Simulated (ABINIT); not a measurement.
Band structure of NaF (Fm-3m, 2 atoms in the cell).

```
CELL_PARAMETERS angstrom
      0.00000     2.31500     2.31500
      2.31500     0.00000     2.31500
      2.31500     2.31500     0.00000
ATOMIC_POSITIONS crystal
  Na 0.00000 0.00000 0.00000
  F  0.50000 0.50000 0.50000
```

Method: PBE, norm-conserving pseudopotentials (PseudoDojo nc-sr-05 PBE standard) (plane waves; ABINIT).

Settings: pseudos = [Na.upf, F.upf]; ecut = 44 Ha; occopt = 3; tsmear = 0.00183747 Ha; ngkpt = 6 6 6; nshiftk = 1; shiftk = 0 0 0; potentials = PseudoDojo nc-sr-05 PBE standard; kptopt = 1; nstep = 80; tolvrs1 = 1e-12; ndtset = 2; getden2 = 1.

The starting cell has typed, rounded lattice constants, without a prior relaxation at this level.

Problem. Predict the gap along the standard path and the places of the band edges.

Solution. The gap along the path is 6.35 eV, direct at Γ to within 0.01 eV.

Levels in eV from the top of the valence band on the SCF mesh, bands 5 to 12:
```json
[
 {"point": "Γ", "5": "-18.96", "6": "0.00", "7": "0.00", "8": "0.00", "9": "6.35", "10": "19.11", "11": "19.11", "12": "19.11"},
 {"point": "X", "5": "-18.86", "6": "-1.27", "7": "-0.40", "8": "-0.40", "9": "13.19", "10": "13.40", "11": "13.68", "12": "19.82"},
 {"point": "W", "5": "-18.45", "6": "-0.87", "7": "-0.87", "8": "-0.57", "9": "13.28", "10": "13.28", "11": "15.27", "12": "16.95"},
 {"point": "K", "5": "-18.46", "6": "-1.05", "7": "-0.83", "8": "-0.37", "9": "12.90", "10": "13.28", "11": "14.78", "12": "19.48"},
 {"point": "L", "5": "-18.15", "6": "-1.58", "7": "-0.25", "8": "-0.25", "9": "10.84", "10": "12.52", "11": "20.18", "12": "20.18"},
 {"point": "U", "5": "-18.46", "6": "-1.05", "7": "-0.83", "8": "-0.37", "9": "12.90", "10": "13.28", "11": "14.78", "12": "19.48"}
]
```
